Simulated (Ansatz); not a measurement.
An Ansatz (a program for electronic structure) run: HfO2; DFT with r2SCAN, PAW potentials and a 500 eV plane-wave cutoff in Ansatz, no spin-orbit coupling.

Input:

Ansatz 0.2 input:
```yaml
crystal:
  lattice:
    - [0, 2.5292333232, 2.5292333232]
    - [2.5292333232, 0, 2.5292333232]
    - [2.5292333232, 2.5292333232, 0]
  atoms:
    - { symbol: Hf, position: [0, 0, 0] }
    - { symbol: O, position: [0.25, 0.25, 0.25] }
    - { symbol: O, position: [0.75, 0.75, 0.75] }
basis: { ecutwfc: 500, ecutrho_ratio: 4, xc_grid: 4, fft_grid_basis: typed }
kpoints: { mp_grid: { grid: [11, 11, 11] } }
hamiltonian:
  xc: r2scan
  dispersion: none
  pseudopotentials: { kind: paw }
scf: { occupations: { method: fermi_dirac, width: 0.05 }, convergence: { dr2_threshold: 0.0000000003 } }
output: { forces: true, stress: true }
```

Output (explanatory and most iteration lines left out):

```
Pseudopotential: Hf, paw, valence charge 26
Pseudopotential: O, paw, valence charge 6
Crystal: 3 atoms, lattice volume = 32.359 Å³
Basis set: ecut = 500 eV, 869 PW (Γ), exchange–correlation on 108×108×108 points (64 copies of the dense FFT grid, shifted against one another)
Bands: 23, of which v1, the nominal top of the filled ones, is band 19 counted from 1 (18 counted from 0)
Symmetry: 48 space group operations
Space group: Fm-3m (ITA 225), of the structure as read, at distance tolerance 3.2e-5 Å
k-points: 56 of 1331
Functional: x = r2scan, c = r2scan; τ floored in thin density (d = 2e-4 eV/Å³)
SCF iter   1: F=—  HF=-16876.128794 eV  |F-HF|=—  |Δ(HF+E_count)|=         —  Δρ=1.18e-2  dr2=4.09e-2  dr2_τ=2.27e-1  ethr=1.77e-3  ⟨swp⟩=5.0  Hψ=4813  notcnv=0
SCF iter   2: F=—  HF=-16876.190276 eV  |F-HF|=—  |Δ(HF+E_count)|=   6.15e-2  Δρ=6.09e-3  dr2=3.59e-3  dr2_τ=2.47e-3  ethr=1.08e-4  ⟨swp⟩=2.1  Hψ=3028  notcnv=0
SCF 1 converged in 9 iterations: F = -16876.190589 eV  dr2 = 4.19e-11
SCF converged after 9 iterations
Free energy (F): -16876.190589 eV
Internal energy: -16876.190589 eV  (E = F + TS)
E sigma→0 (E₀):  -16876.190589 eV
Fermi energy:    17.999083 eV
--- Forces (eV/Å), atoms counted from 1 ---
  atom   1  Hf    -0.00000000     0.00000000     0.00000000
  atom   2  O      0.00000000     0.00000000     0.00000000
  atom   3  O      0.00000000     0.00000000     0.00000000
--- Stress (GPa, compression-positive) ---
       -0.001694       0.000000       0.000000
       -0.000000      -0.001694       0.000000
        0.000000      -0.000000      -0.001694
  P = ⅓ Tr σ = -0.0017 GPa (-0.017 kbar)
```

With Hf present, leaving out spin-orbit coupling can change the band edges. No phonon test of stability was made. The cell is HfO2 in the fluorite structure (space group Fm-3m, No. 225). This is not the structure that HfO2 has at room temperature and ambient pressure.
